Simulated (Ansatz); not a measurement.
Given:

```yaml
crystal:
  lattice:
    - [-2.65874, 2.65874, 5.36145]
    - [2.65874, -2.65874, 5.36145]
    - [2.65874, 2.65874, -5.36145]
  atoms:
    - { symbol: Cu, position: [0.00000, 0.00000, 0.00000] }
    - { symbol: Cu, position: [0.75000, 0.25000, 0.50000] }
    - { symbol: Zn, position: [0.25000, 0.75000, 0.50000] }
    - { symbol: Sn, position: [0.50000, 0.50000, 0.00000] }
    - { symbol: S, position: [0.36984, 0.89992, 0.00927] }
    - { symbol: S, position: [0.10008, 0.10934, 0.46991] }
    - { symbol: S, position: [0.89066, 0.36057, 0.99073] }
    - { symbol: S, position: [0.63943, 0.63016, 0.53009] }
```

No spin polarisation.

All numbers come from LDA, PAW, 420 eV (Ansatz, a program for electronic structure; no spin-orbit coupling). k-mesh 9×9×9 (Γ-centred); smearing 0.05 eV (Fermi–Dirac).

**Question.** Predict the band gap, pressure and width of the top valence band.

**Answer.** The band gap is 0.13 eV and the pressure (mean of the normal stresses, compression positive) is -0.65 GPa. The width of the top valence band is 1.03 eV.

The cells carry an imposed strain or load. Whether these cells are dynamically stable was not tested. The final runs are not spin-polarised. The cell was made from ZnCu2SnS4 (space group I-4, No. 82) by this change: uniaxial strain ε_zz = +0.75 %. A zero or small gap of ZnCu2SnS4 can be the functional's error rather than a property of the material.
